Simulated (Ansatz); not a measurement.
**What each level gives and costs: Cs₃BiCl₆ (Fm-3m, 10 atoms in the cell)**

Cell: a = 8.3614 Å, b = 8.3614 Å, c = 8.3614 Å, α = 60.00°, β = 60.00°, γ = 60.00°.

Program: Ansatz (a quantum-chemistry and plane-wave program), default PAW files made with PBE; each row names its functional.

Base settings: basis.ecutwfc = 30.9 Ry; kpoints.mp_grid.grid = 3 3 3; hamiltonian.xc = pbe0; hamiltonian.pseudopotentials = {kind: paw} (the program's default PAW files); scf.occupations.method = fermi_dirac; scf.occupations.width = 0.0007 Ry.

Differences are taken from PBE0, a reference of convenience: it is no measurement, and no ranking of the functionals follows.

Core times come from one kind of shared machine and are given to one figure; runs under 30 s give none.

The starting cell comes from a database of computed structures (which also holds hypothetical and non-ambient phases and stackings), without a prior relaxation at this level. Its lattice was rescaled by a random factor within 2.5 % of one. Spin-orbit coupling is off. Ansatz's pressure includes its estimate of the finite-basis (Pulay) stress. Another mesh or the band path of this cell gives a smaller gap, so this value is not converged in the mesh.

| level | gap on the mesh less reference (eV) | pressure less reference (GPa) | core time / reference (rough) |
|---|---|---|---|
| PBEsol | -1.737 | -0.62 | – |
| HSE06 | -0.713 | 0.01 | 0.8 |
| PBE0 | 0.000 | 0.00 | 1 |

PBEsol ran in under 30 s, against roughly 500 s for PBE0.

Keys are those of Ansatz 0.2.
